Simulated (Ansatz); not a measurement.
# Cd: transverse stress against strain

Cd (hcp, P6_3/mmc, 22.886 Å³/atom at rest, c along z) under a strain ε along c (axis z), the other axes held. PBE in Ansatz, a plane-wave DFT program (PAW, default set), 420 eV, 22×22×10 Γ-centred mesh, Fermi-Dirac smearing 0.10 eV; ions are relaxed within the symmetry of each cell. Stress is positive for a compressed cell.

Here s stands for strain and y for stress xx.

```csv
strain (%),stress xx (GPa)
-1.50,0.47
-1.00,0.31
-0.50,0.15
0.00,0.00
0.50,-0.14
1.00,-0.28
1.50,-0.41
3.00,?
```

The 7 complete rows are fitted with a straight line, y against s. Means: s 0, y 0.014. About the means, the sum of products is -2.0550 and the sum of squares of s is 7.0000; the slope is their ratio. Least squares gives y = 0.014 - 0.2936·s. Residuals (row less fit): 0.016, 0.002, -0.011, -0.014, -0.007, 0.000, 0.016; standard error 0.013 (degrees of freedom: 5). The slope gives the elastic constant C13 = 29 ± 0.5 GPa.

Predict the withheld y at s = 3.00 from the fit, and compare with the calculation.

y = 0.014 - 0.2936 × 3.0 = -0.867 GPa. The calculation gives -0.77 GPa, 0.097 GPa above the prediction (7.8 % of the range of y in the table). The row lies outside the fitted rows, so this is an extrapolation. From the scatter of the fitted rows alone, a prediction at this place has a standard error of 0.021 GPa, so the miss is 4.6 times that.

One order more, fitted to all 13 runs of the series, follows each within 0.01, so the miss is the next term of a smooth law. In a metal these values are sensitive to mesh and smearing; energies are taken to zero smearing, stresses follow the free energy. Rows are the converged runs of the series near zero and its far end; series whose fitted rows scatter by over a few per cent of the range, as at a crossing or softening among them, aren't shown in this form. Most that stay on the fit to the last digits aren't either.
